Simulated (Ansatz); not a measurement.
Start from Mo in the bcc (W type) structure (space group Im-3m, No. 229; relaxed with 0.1 eV smearing).

```
Mo
1.0
   -1.57548     1.57548     1.57548
    1.57548    -1.57548     1.57548
    1.57548     1.57548    -1.57548
Mo
1
Direct
  0.00000   0.00000   0.00000
```

Method: Ansatz (a quantum-chemistry and plane-wave program) r2SCAN, without spin-orbit coupling.

Strains are applied to the cell and any free atomic positions relax.

One change was made to it. Results:

```tsv
quantity	base	after
pressure	0.0 GPa	8.7 GPa
energy relative to the base (free energy F)	0 meV/atom	+12 meV/atom
band gap	zero	zero
```

**Question.** Name the change that was made.
(A) isotropic strain −1.00 %
(B) isotropic strain −1.50 %
(C) isotropic strain −2.50 %
(D) isotropic strain −3.00 %
(E) isotropic strain −2.00 %

**Answer.** A, isotropic strain −1.00 %. For comparison, the energy relative to the base in the other runs: isotropic strain −2.50 % gives +81 meV/atom; isotropic strain −3.00 % gives +118 meV/atom; isotropic strain −2.00 % gives +51 meV/atom; isotropic strain −1.50 % gives +28 meV/atom.

Whether these cells are dynamically stable was not tested. All final runs are without spin polarisation.
